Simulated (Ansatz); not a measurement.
An Ansatz (a first-principles code) run: CoTe2 with a change (non-magnetic); PBEsol (Ansatz; PAW; 420 eV plane waves; no spin-orbit coupling).

Input:

Ansatz 0.2 input:
```yaml
crystal:
  lattice:
    - [5.2586485784, 0, 0]
    - [0, 6.1918035474, 0]
    - [0, 0, 3.8619457754]
  atoms:
    - { symbol: Co, position: [0, 0, 0] }
    - { symbol: Co, position: [0.5, 0.5, 0.5] }
    - { symbol: Te, position: [0.2294086113, 0.3604068435, 0] }
    - { symbol: Te, position: [0.7705913887, 0.6395931565, 0] }
    - { symbol: Te, position: [0.7294086113, 0.1395931565, 0.5] }
    - { symbol: Te, position: [0.2705913887, 0.8604068435, 0.5] }
basis: { ecutwfc: 420, ecutrho_ratio: 4, xc_grid: 2, fft_grid_basis: typed }
kpoints: { mp_grid: { grid: [9, 8, 12] } }
hamiltonian:
  xc: pbesol
  dispersion: none
  pseudopotentials: { kind: paw }
scf: { occupations: { method: fermi_dirac, width: 0.05 }, convergence: { dr2_threshold: 0.0000000006 } }
output: { forces: true, stress: true }
checkpoint: { write: state.ck, write_every: 1000 }
```

Output (explanatory and most iteration lines left out):

```
Pseudopotential: Co, paw, valence charge 17
Pseudopotential: Te, paw, valence charge 16
Crystal: 6 atoms, lattice volume = 125.747 Å³
Basis set: ecut = 420 eV, 2461 PW (Γ), exchange–correlation on 72×90×54 points (8 copies of the dense FFT grid, shifted against one another)
Bands: 55, of which v1, the nominal top of the filled ones, is band 49 counted from 1 (48 counted from 0)
Symmetry: 8 space group operations
Space group: Pnnm (ITA 58), of the structure as read, at distance tolerance 5.0e-5 Å
k-points: 175 of 864
Functional: x = pbesol(κ = 0.804, μ = 0.12345679012345678), c = pbesol(β = 0.046)
SCF iter   1: F=—  HF=-37793.459937 eV  |F-HF|=—  |Δ(HF+E_count)|=         —  Δρ=1.31e-2  dr2=1.11e-1  ethr=1.77e-3  ⟨swp⟩=6.5  Hψ=36346  notcnv=0
SCF iter   2: F=—  HF=-37793.444012 eV  |F-HF|=—  |Δ(HF+E_count)|=   1.59e-2  Δρ=4.09e-3  dr2=1.10e-2  ethr=1.13e-4  ⟨swp⟩=2.0  Hψ=14087  notcnv=0  defer=10
SCF 1 converged in 11 iterations: F = -37793.442786 eV  dr2 = 6.30e-11
SCF converged after 11 iterations
Free energy (F): -37793.442786 eV
Internal energy: -37793.398532 eV  (E = F + TS)
E sigma→0 (E₀):  -37793.420659 eV
Entropy (-TS):   -0.044254 eV (-7.376 meV/atom)
Fermi energy:    13.991555 eV
--- Forces (eV/Å), atoms counted from 1 ---
  atom   1  Co     0.00000000     0.00000000     0.00000000
  atom   2  Co     0.00000000     0.00000000     0.00000000
  atom   3  Te     0.00008571    -0.00040688     0.00000000
  atom   4  Te    -0.00008571     0.00040688    -0.00000000
  atom   5  Te     0.00008571     0.00040688    -0.00000000
  atom   6  Te    -0.00008571    -0.00040688     0.00000000
--- Stress (GPa, compression-positive) ---
       -0.003911       0.000000      -0.000000
        0.000000      -0.006124      -0.000000
       -0.000000      -0.000000       0.003309
  P = ⅓ Tr σ = -0.0022 GPa (-0.022 kbar)
```

No phonon test of stability was made. All final runs are without spin polarisation. The cell was made from CoTe2 (space group Pnnm, No. 58; non-magnetic) by this change: non-magnetic.
